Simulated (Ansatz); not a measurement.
Here is the system:

End structure of a constructed model of the (111) surface of fcc Pd, a pseudomorphic layer of Mo in the host's stacking (bottom of the slab: a bare face, its two planes held):

```xyz
7
Lattice="2.7886 0.0000 0.0000 -1.3943 2.4150 0.0000 0.0000 0.0000 30.0000" Properties=species:S:1:pos:R:3 pbc="T T T"
Pd     0.0000     1.6100     8.0126
Pd     1.3943     0.8050    10.2894
Pd     0.0000     0.0000    12.5589
Pd     0.0000     1.6100    14.8401
Pd     1.3943     0.8050    17.1364
Pd     0.0000     0.0000    19.4725
Mo     0.0000     1.6100    21.6321
```

Model: 7-atom slab, 14.0 Å thick at the start, 15x15x1 mesh, Fermi-Dirac 0.1 eV, dipole correction, 2 atoms held, the rest relaxed; held to the start's symmetry, so lower structures may exist; no spin, no spin-orbit, no U. It is one candidate, not shown to be the stable structure of the face.

Predict the work function of the top face from PBE in Ansatz (a program for electronic structure).

5.21 eV
